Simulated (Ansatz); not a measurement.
**PtSb (model structure, started from the CoSn type, P6/mmm, No. 191, 6 atoms in the cell)**

Computed with PBEsol (Ansatz, a program for electronic structure, PAW).

Settings: plane-wave cutoff 520 eV, 12×12×12 k mesh, Fermi–Dirac smearing 0.05 eV, scalar-relativistic PAW data made under PBE.

Cell (relaxed at this level):

```cif
data_Pt3Sb3
_chemical_formula_sum 'Pt3 Sb3'
_space_group_name_H-M_alt 'P 1'
_space_group_IT_number 1
_cell_length_a 5.79908
_cell_length_b 5.79908
_cell_length_c 4.41205
_cell_angle_alpha 90.000
_cell_angle_beta 90.000
_cell_angle_gamma 120.000
loop_
_space_group_symop_operation_xyz
  'x, y, z'
loop_
_atom_site_label
_atom_site_type_symbol
_atom_site_fract_x
_atom_site_fract_y
_atom_site_fract_z
_atom_site_occupancy
Pt1 Pt 0.50000 0.00000 0.00000 1
Pt2 Pt 0.50000 0.50000 0.00000 1
Pt3 Pt 0.00000 0.50000 0.00000 1
Sb1 Sb 0.00000 0.00000 0.00000 1
Sb2 Sb 0.33333 0.66667 0.50000 1
Sb3 Sb 0.66667 0.33333 0.50000 1
```

```yaml
band_gap: none
bulk modulus B0: 130 GPa
```

Note: the bulk modulus is −V dP/dV from two relaxed cells at ±2 % in volume; the relaxation could raise the start's symmetry but not lower it, so the cell can be a saddle point.

Spin–orbit coupling is not included; it can open a gap where bands touch, and shift volumes and moduli.

The computed numbers hold no vibrational or temperature effects.

A model structure was made by putting elements into a prototype or built by hand; it is no filed structure, need not be a known phase, and can be a saddle point held by its symmetry.
